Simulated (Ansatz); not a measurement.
Cu interstitial in alpha quartz (start: void with 6O2Si nearest; 72-site cell, 2×2×2 Γ-centred sampling). Level of theory: PBE, PAW (plane waves to 420 eV; Ansatz, an electronic-structure program). Total energies of the localised charge states, counted from that of charge +2, and their image corrections (point charge with alignment); the host's valence-band maximum lies at 1.990 eV on the cells' energy zero and its gap is 5.68 eV.

| charge | moment (μB) | E − E(first) (eV) | correction (eV) |
|---|---|---|---|
| +2 | 1.0 | 0.000 | 2.020 |
| +1 | not spin-polarised | 3.506 | 0.640 |
| 0 | 1.0 | 11.014 | 0.000 |

Task: Derive the transition levels above the valence-band maximum and say which of them are thermodynamic.

Result: A level is the Fermi energy at which two charges have equal formation energy: ε(q/q′) = [E(q′) + corr(q′) − E(q) − corr(q)] / (q − q′) − E_VBM.
ε(+2/+1) = [(3.506 + 0.640) − (0.000 + 2.020)] / 1 − 1.990 = 0.14 eV
ε(+1/0) = [(11.014 + 0.000) − (3.506 + 0.640)] / 1 − 1.990 = 4.88 eV
Thermodynamic levels at least 0.1 eV inside the gap: (+2/+1) at 0.14 eV; (+1/0) at 4.88 eV. Corrections reach 2.02 eV, so the outer levels may be off by several tenths of an eV. Only the charges listed were compared. The geometries come from one start. Flagged in the runs: a host whose relaxation on this sampling wasn't shown to rest, a strain field that reaches the edge of the cell.
